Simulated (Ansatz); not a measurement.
Consider HfO₂ in the fluorite structure (space group Fm-3m, No. 225; a = 5.098 Å).

(Cell as relaxed with PBE.)

Levels (all Ansatz, a first-principles code, PAW, earlier PAW set): PBE (420 eV, scalar-relativistic without spin-orbit coupling); r2SCAN (500 eV, spin-orbit coupling left out).

Each level relaxes its own structure.

| base | PBE | r2SCAN |
|---|---|---|
| volume per atom | 11.04 Å³ | 10.79 Å³ |
| lattice parameter a | 509.8 pm | 505.9 pm |
| band gap | 3.75 eV | 4.30 eV |

It is then changed as follows: cell and atoms relaxed at a pressure of 45 GPa.

```json
[
 {"quantity": "electron mass", "PBE": "1.0 mₑ along k, 0.68 mₑ across (at X)", "r2SCAN": "?"},
 {"quantity": "gap character", "PBE": "direct at X", "r2SCAN": "?"},
 {"quantity": "shortest interatomic distance", "PBE": "210.9 pm", "r2SCAN": "?"},
 {"quantity": "band gap", "PBE": "4.07 eV", "r2SCAN": "?"}
]
```

Predict the r2SCAN column.


- electron mass, r2SCAN: 1.0 mₑ along k, 0.70 mₑ across (at X)
- gap character, r2SCAN: direct at X
- shortest interatomic distance, r2SCAN: 209.9 pm
- band gap, r2SCAN: 4.63 eV

PBE's shortest interatomic distance lies 1.0 pm above r2SCAN's (0.5 %); PBE's band gap lies 0.56 eV below r2SCAN's; the two agree on the gap character. Neither level is exact; r2SCAN is the comparison here, not a measurement.

Spin-orbit coupling, missing from the scalar runs, can matter with Hf. Load acts through the strain it causes; cell and atoms are relaxed under it. Effective masses come from finite differences of ±0.01 Å⁻¹. Along k means along the line from Γ to the band edge. No phonon test of stability was made. Competing high-pressure phases were not computed. This is not the structure that HfO2 has at room temperature and ambient pressure.
